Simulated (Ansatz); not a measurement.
Data:

```yaml
crystal:
  lattice:
    - [0.00000, 2.31262, 2.31262]
    - [2.31262, 0.00000, 2.31262]
    - [2.31262, 2.31262, 0.00000]
  atoms:
    - { symbol: B, position: [0.00000, 0.00000, 0.00000] }
    - { symbol: P, position: [0.25000, 0.25000, 0.25000] }
```

No spin polarisation.

The values are results of LDA (Ansatz, a program for electronic structure; PAW; 420 eV plane waves; scalar-relativistic without spin-orbit coupling), not measurements. Settings: 13×13×13 k-points, 0.05 eV Fermi–Dirac smearing.

Problem. Predict the hole mass, space group, band gap and gap character.

Solution. 
- Hole mass (degenerate bands, along [100]) = 0.26, 0.26, 0.32 mₑ (at Γ)
- Space group = F-43m (No. 216)
- Band gap = 1.25 eV
- Gap character = indirect, Γ → Γ–X (83 % along)

The cells carry an imposed strain or load. Masses are band curvatures over ±0.01 Å⁻¹ around the edge. No phonon test of stability was made. The cell was made from BP in the zinc blende structure (space group F-43m, No. 216) by this change: isotropic strain +3.00 %.
